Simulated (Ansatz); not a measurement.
Results of PBEsol in Ansatz (plane waves, PAW) for zinc-blende CaO (model structure).

Run with plane-wave cutoff 500 eV, 14×14×14 k mesh, Fermi–Dirac smearing 0.05 eV, scalar-relativistic PAW data made under PBE.

Cell (relaxed at this level):

```
CELL_PARAMETERS angstrom
      0.00000     2.58954     2.58954
      2.58954     0.00000     2.58954
      2.58954     2.58954     0.00000
ATOMIC_POSITIONS crystal
  Ca 0.00000 0.00000 0.00000
  O  0.25000 0.25000 0.25000
```

Problem. What does this level give for the band gap?

Solution. 
- band gap: 3.27 eV (on the SCF k mesh)

Note: the relaxation could raise the start's symmetry but not lower it, so the cell can be a saddle point.

Static lattice: no zero-point or thermal effects.

A model structure was made by putting elements into a prototype or built by hand; it is no filed structure, need not be a known phase, and can be a saddle point held by its symmetry.

Ansatz is a program for electronic structure.
